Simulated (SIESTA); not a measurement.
Worked example: self-consistent single point of BiPt (P6_3/mmc, 4 atoms in the cell) in SIESTA.

Method: LDA PW92, numerical atomic orbitals DZP, PseudoDojo LDA standard norm-conserving potentials (rewritten from UPF to PSML) (SIESTA).

The change in words: lattice scaled by 0.98. Reference geometry:
```
BiPt
1.0
    4.39676     0.00000     0.00000
   -2.19838     3.80771     0.00000
    0.00000     0.00000     5.55247
Bi Pt
2 2
Cartesian
  0.00000   2.53847   1.38812
  2.19838   1.26923   4.16435
  0.00000   0.00000   2.77624
  0.00000   0.00000   0.00000
```

Reference input (self-consistent single point, DFT, LDA PW92, numerical atomic orbitals DZP, PseudoDojo LDA standard norm-conserving potentials (rewritten from UPF to PSML)): XC.functional = LDA; XC.authors = PW92; potentials = PseudoDojo LDA standard; PAO.BasisSize = DZP; PAO.EnergyShift = 0.01 Ry; MeshCutoff = 350 Ry; kgrid.MonkhorstPack = 7 7 5; OccupationFunction = FD; ElectronicTemperature = 100 meV; MaxSCFIterations = 150; SCF.Mixer.Method = Broyden; SCF.Mixer.Weight = 0.1. This run's input differs from it in these lines:

```diff
@@ -12,5 +12,5 @@
 %block LatticeVectors
-     8.308676015    0.000000000    0.000000000
-    -4.154338008    7.195523393    0.000000000
-     0.000000000    0.000000000   10.492653284
+     8.142502948    0.000000000    0.000000000
+    -4.071250529    7.051613190    0.000000000
+     0.000000000    0.000000000   10.282801088
 %endblock LatticeVectors
@@ -18,5 +18,5 @@
 %block AtomicCoordinatesAndAtomicSpecies
-    -0.000002198    2.538472603    1.388118250  1
-     2.198383198    1.269234397    4.164354750  1
-     0.000000000    0.000000000    2.776236500  2
+    -0.000001821    2.487703244    1.360356000  1
+     2.154415821    1.243849756    4.081068000  1
+     0.000000000    0.000000000    2.720712000  2
      0.000000000    0.000000000    0.000000000  2
```

Output (repeated stretches shortened):

```
        iscf     Eharris(eV)        E_KS(eV)     FreeEng(eV)     dDmax    Ef(eV) dHmax(eV)
   scf:    1   -11498.313945   -11537.647373   -11537.733219  0.541510 -1.321511 17.844195
   scf:    2   -11556.965005   -11548.429954   -11548.504863  0.262626 -1.901591 10.621505
   scf:    3   -11555.540167   -11553.813245   -11553.867617  0.293121 -2.629015  2.237057
   scf:    4   -11554.014822   -11553.986090   -11554.039100  0.110099 -2.890676  1.019698
   scf:    5   -11554.105002   -11554.071303   -11554.128845  0.020921 -2.861911  0.117446
   [... 6 lines left out ...]
   scf:   12   -11554.071890   -11554.071890   -11554.129903  0.000015 -2.859137  0.000627
   scf:   13   -11554.071889   -11554.071889   -11554.129903  0.000015 -2.859201  0.000512
   scf:   14   -11554.071888   -11554.071889   -11554.129903  0.000012 -2.859252  0.000420
   scf:   15   -11554.071888   -11554.071888   -11554.129903  0.000008 -2.859285  0.000359
SCF Convergence by DM+H criterion
max |DM_out - DM_in|         :     0.0000080916
max |H_out - H_in|      (eV) :     0.0003590208
SCF cycle converged after 15 iterations

Using DM_out to compute the final energy and forces

siesta: E_KS(eV) =           -11554.0719

siesta: E_KS - E_eggbox =    -11554.0719

siesta: Atomic forces (eV/Ang):
     1    0.000023   -0.000011   -0.000000
     2   -0.000023    0.000011   -0.000000
     3   -0.000000    0.000000   -0.000000
     4   -0.000000    0.000000    0.000000
   Tot   -0.000000   -0.000000   -0.000000
   Max    0.000023
   Res    0.000011    sqrt( Sum f_i^2 / 3N )
   Max    0.000023    constrained

Stress tensor Voigt[x,y,z,yz,xz,xy] (kbar):      -10.66      -10.66      -22.34        0.00       -0.00        0.00
(Free)E + p*V (eV/cell)   -11553.3353
   [... lines left out ...]
siesta: FreeEng =    -11554.129903
   [... lines left out ...]
siesta:    -0.006652    0.000000    0.000000
siesta:     0.000000   -0.006652    0.000000
siesta:    -0.000000    0.000000   -0.013944

siesta: Cell volume =         87.490569 Ang**3

siesta: Pressure (static):
siesta:                Solid            Molecule  Units
siesta:           0.00009892          0.00009893  Ry/Bohr**3
siesta:           0.00908264          0.00908289  eV/Ang**3
siesta:          14.55199738         14.55238918  kBar
```

The run converged in 15 iterations. Against the reference run the free energy goes down by 23.8 meV/atom and the pressure goes from -6.52 to 1.46 GPa.

The starting cell comes from a database of computed structures (which also holds hypothetical and non-ambient phases and stackings), without a prior relaxation at this level. Its lattice was rescaled by a random factor within 2.5 % of one. For this run, on top of that: lattice scaled by 0.98. Spin polarisation is off. Values carry the incompleteness of an atom-centred basis.

Cost on one core of a shared machine: roughly 70 s.
